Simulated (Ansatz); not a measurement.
The parent structure is BeTe in the zinc blende structure (space group F-43m, No. 216).

```
BeTe
1.0
    0.00000     2.80217     2.80217
    2.80217     0.00000     2.80217
    2.80217     2.80217     0.00000
Be Te
1 1
Cartesian
  0.00000   0.00000   0.00000
  1.40108   1.40108   1.40108
```

Level of theory: PBEsol (Ansatz, a quantum-chemistry and plane-wave program, PAW, no SOC).

Base values:

```
Property                           Result
-------------  --------------------------
Hole mass      0.20, 0.33, 0.33 mₑ (at Γ)
Gap character             indirect, Γ → X
```

The change: an isotropic linear strain of −1.50 %, atoms relaxed at fixed cell.

### Question
Estimate the effect on the hole mass, gap character and mean gap deformation potential ΔEg/Δln V.

### Answer
The hole mass (degenerate bands, along [100]) goes from 0.20, 0.33, 0.33 mₑ (at Γ) to 0.21, 0.31, 0.31 mₑ (at Γ); the gap character stays indirect, Γ → X; the mean gap deformation potential ΔEg/Δln V amounts to +2.5 eV.

With Te present, leaving out spin-orbit coupling can change the band edges. Effective masses come from finite differences of ±0.01 Å⁻¹. No phonon test of stability was made.
